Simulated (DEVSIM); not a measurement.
Device: Pd/SiO2/p-Si capacitor, at 250 K.

```tsv
layer (left to right)	material	thickness (nm)	Na (cm⁻³)
1	SiO2	37.0	-
2	Si	8600	4.5e15
```

Metal gate on the left, work function 5.2 eV. Fixed charge at the semiconductor interface 0 cm⁻² (in units of +e); no interface traps.

Constants are typed, rounded textbook-type inputs, not results; the design itself was drawn at random and stands for no fabricated device. Values at 300 K; Nc and Nv go as T^1.5, mobilities as T to minus their exponent, the gap by Varshni's rule with the affinity fixed.

```csv
parameter,SiO2,Si
gap (eV),9,1.124
affinity (eV),0.9,4.05
permittivity,3.9,11.7
Nc (cm⁻³),-,2.86e19
Nv (cm⁻³),-,3.1e19
Varshni α (eV/K),-,0.000473
Varshni β (K),-,636
```

Simulated with DEVSIM: 1D Poisson equation in equilibrium, Boltzmann statistics, complete ionisation; no quantum confinement or tunnelling. Metal contacts follow the ideal Schottky-Mott rule: no Fermi-level pinning, no interface dipoles.

Task: Give the band bending (positive: bands bend down) and minority sheet density.

Result: 
```json
[
 {"Vg (V)": "-1.5", "ψs (V)": "-0.140", "minority carriers (cm⁻²)": "< 1e8"},
 {"Vg (V)": "-1.2", "ψs (V)": "-0.131", "minority carriers (cm⁻²)": "< 1e8"},
 {"Vg (V)": "-0.9", "ψs (V)": "-0.120", "minority carriers (cm⁻²)": "< 1e8"},
 {"Vg (V)": "-0.6", "ψs (V)": "-0.106", "minority carriers (cm⁻²)": "< 1e8"},
 {"Vg (V)": "-0.3", "ψs (V)": "-0.085", "minority carriers (cm⁻²)": "< 1e8"},
 {"Vg (V)": "0", "ψs (V)": "-0.048", "minority carriers (cm⁻²)": "< 1e8"},
 {"Vg (V)": "0.3", "ψs (V)": "0.040", "minority carriers (cm⁻²)": "< 1e8"},
 {"Vg (V)": "0.6", "ψs (V)": "0.218", "minority carriers (cm⁻²)": "< 1e8"},
 {"Vg (V)": "0.9", "ψs (V)": "0.435", "minority carriers (cm⁻²)": "< 1e8"},
 {"Vg (V)": "1.2", "ψs (V)": "0.668", "minority carriers (cm⁻²)": "< 1e8"},
 {"Vg (V)": "1.5", "ψs (V)": "0.835", "minority carriers (cm⁻²)": "5.5e10"},
 {"Vg (V)": "1.8", "ψs (V)": "0.869", "minority carriers (cm⁻²)": "2.1e11"},
 {"Vg (V)": "2.1", "ψs (V)": "0.887", "minority carriers (cm⁻²)": "3.7e11"},
 {"Vg (V)": "2.4", "ψs (V)": "0.899", "minority carriers (cm⁻²)": "5.4e11"},
 {"Vg (V)": "2.7", "ψs (V)": "0.908", "minority carriers (cm⁻²)": "7.1e11"},
 {"Vg (V)": "3", "ψs (V)": "0.916", "minority carriers (cm⁻²)": "8.8e11"},
 {"Vg (V)": "3.3", "ψs (V)": "0.922", "minority carriers (cm⁻²)": "1.0e12"}
]
```
